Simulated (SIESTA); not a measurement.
**Several settings converged on NaAu2 (R3m, 6 atoms in the cell)**

```
NaAu2
1.0
    0.00000     3.93288     3.93288
    3.93288     0.00000     3.93288
    3.93288     3.93288     0.00000
Na Au
2 4
Direct
  0.75367   0.75367   0.75367
  0.50000   0.50000   0.50000
  0.12500   0.62500   0.12500
  0.12500   0.12500   0.12500
  0.62500   0.12500   0.12500
  0.12500   0.12500   0.62500
```

Base method: SIESTA with GGA PBEsol, numerical atomic orbitals DZP, PseudoDojo PBEsol standard norm-conserving potentials (rewritten from UPF to PSML).

Base settings: XC.functional = GGA; XC.authors = PBEsol; potentials = PseudoDojo PBEsol standard; PAO.BasisSize = DZP; PAO.EnergyShift = 0.01 Ry; MeshCutoff = 400 Ry; kgrid.MonkhorstPack = 4 4 4; OccupationFunction = FD; ElectronicTemperature = 100 meV; MaxSCFIterations = 150.

Core times come from one kind of shared machine, to one figure; runs under 30 s give none.

**The k-point mesh**

Only quantities that move along the ladder and can be compared are tabulated.

```csv
kgrid.MonkhorstPack,free energy less the last step's (meV/atom),pressure (GPa),largest difference of a force vector from the last step's (eV/Å)
1 1 1,2200.99,19.16,0.010
3 3 3,71.23,-2.84,0.003
4 4 4,-0.47,-3.25,0.001
6 6 6,-11.44,-3.38,0.000
8 8 8,-2.18,-3.23,0.000
10 10 10,0.60,-3.21,0.000
14 14 14,0.00,-3.24,0.000
```

Coarsest kgrid.MonkhorstPack that holds the pressure within 0.1 GPa of the last step, with all finer ones: 8 8 8; the step before is off by 0.15 GPa.

Coarsest kgrid.MonkhorstPack that holds the forces within 0.005 eV/Å of the last step, with all finer ones: 3 3 3; the step before is off by 0.010 eV/Å.

Coarsest kgrid.MonkhorstPack that holds the free energy within 5 meV/atom of the last step, with all finer ones: 8 8 8; the step before is off by 11 meV/atom.

**The k-point mesh at a smearing width of 0.05 eV**

In this ladder: ElectronicTemperature = 50 meV.

The second cell is the first with its lattice scaled by 0.98.

Only quantities that move along the ladder and can be compared are tabulated.

```csv
kgrid.MonkhorstPack,free energy less the last step's (meV/atom),energy of the compressed cell less the first (meV/atom),pressure (GPa)
3 3 3,79.09,-3.14,-2.90
5 5 5,-23.61,-6.09,-3.45
7 7 7,-6.48,-4.77,-3.34
10 10 10,1.06,-3.91,-3.22
14 14 14,0.00,-4.14,-3.25
```

Coarsest kgrid.MonkhorstPack that holds the free energy within 5 meV/atom of the last step, with all finer ones: 10 10 10; the step before is off by 6.5 meV/atom.

Coarsest kgrid.MonkhorstPack that holds the energy of the compressed cell less the first within 0.5 meV/atom of the last step, with all finer ones: 10 10 10; the step before is off by 0.63 meV/atom.

Coarsest kgrid.MonkhorstPack that holds the pressure within 0.1 GPa of the last step, with all finer ones: 7 7 7; the step before is off by 0.20 GPa.

**The SCF threshold**

In this ladder: SCF.DM.Tolerance = default; SCF.DM.Converge = false; SCF.H.Converge = false; SCF.FreeE.Converge = true.

The mesh stays at the base's, so the ladder's end is converged at best in this setting alone.

Only quantities that move along the ladder and can be compared are tabulated.

```tsv
SCF.FreeE.Tolerance	free energy less the last step's (meV/atom)	pressure (GPa)	core time / last (rough)
1.0E-01 eV	4.28	-2.95	–
1.0E-03 eV	0.01	-3.23	0.7
1.0E-05 eV	0.00	-3.25	0.8
1.0E-07 eV	0.00	-3.25	1
```

Coarsest SCF.FreeE.Tolerance that holds the pressure within 0.2 GPa of the last step, with all finer ones: 1.0E-03 eV; the step before is off by 0.30 GPa.

Coarsest SCF.FreeE.Tolerance that holds the free energy within 2 meV/atom of the last step, with all finer ones: 1.0E-03 eV; the step before is off by 4.3 meV/atom.

On the base run: the starting cell comes from a database of computed structures (which also holds hypothetical and non-ambient phases and stackings), without a prior relaxation at this level. Its lattice was rescaled by up to half a per cent. One atom was moved a little off its site on purpose. Values carry the incompleteness of an atom-centred basis. In the base run, with a pressure of about -3 GPa the cell is away from its equilibrium volume at this level.

Left out of this page: 1 run of the series stopped by limits of time or memory.
